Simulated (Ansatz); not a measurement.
Here is the system:

```yaml
crystal:
  lattice:
    - [0.00000, 3.00158, 2.94155]
    - [3.00158, 0.00000, 2.94155]
    - [3.00158, 3.00158, 0.00000]
  atoms:
    - { symbol: Al, position: [0.25000, 0.25000, 0.25000] }
    - { symbol: Al, position: [0.75000, 0.75000, 0.75000] }
    - { symbol: Au, position: [0.00000, 0.00000, 0.00000] }
```

No spin polarisation.

All numbers come from PBEsol/PAW in Ansatz (a quantum-chemistry and plane-wave program), scalar-relativistic without spin-orbit coupling. k-mesh 17×17×17 (Γ-centred); smearing 0.1 eV (Fermi–Dirac).

### Question
Predict the band gap and stress.

### Answer
* **Band gap**: zero
* **Stress (xx, yy, zz, yz, xz, xy; compression positive)**: (2.0, 2.0, 3.3, 0.0, 0.0, 0.0) GPa

The cells carry an imposed strain or load. Stability against distortions was not tested. The cell was made from Al$_{2}$Au (space group Fm-3m, No. 225) by this change: uniaxial strain ε_zz = −2.00 %.
